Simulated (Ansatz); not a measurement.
The starting structures come from a database of crystals and need not be the phases stable at ambient conditions.

Crystal: KSn2Cl5 (I4/mcm, not sure to be the ambient phase, 16 atoms a cell, 28.4 Å³ an atom); planes in its conventional cell.

All values below come from PBEsol (plane waves, PAW; Ansatz, a quantum-chemistry and plane-wave program).

The gap is the functional's own, uncorrected, and κ follows it; spin-orbit coupling is left out. Mid-gap values are interpolated between the computed energies.

```
plane  area of the cell (Å²)  mid-gap κ (1/Å)  largest κ in the gap (1/Å)
-----  ---------------------  ---------------  --------------------------
(001)                   64.5             0.38                        0.39
(101)                   65.0              ___                         ___
```

Q: The slowest decay depends on the direction. Supply the withheld values.

A: 
- (101), mid-gap κ (1/Å): 0.30
- (101), largest κ in the gap (1/Å): 0.31
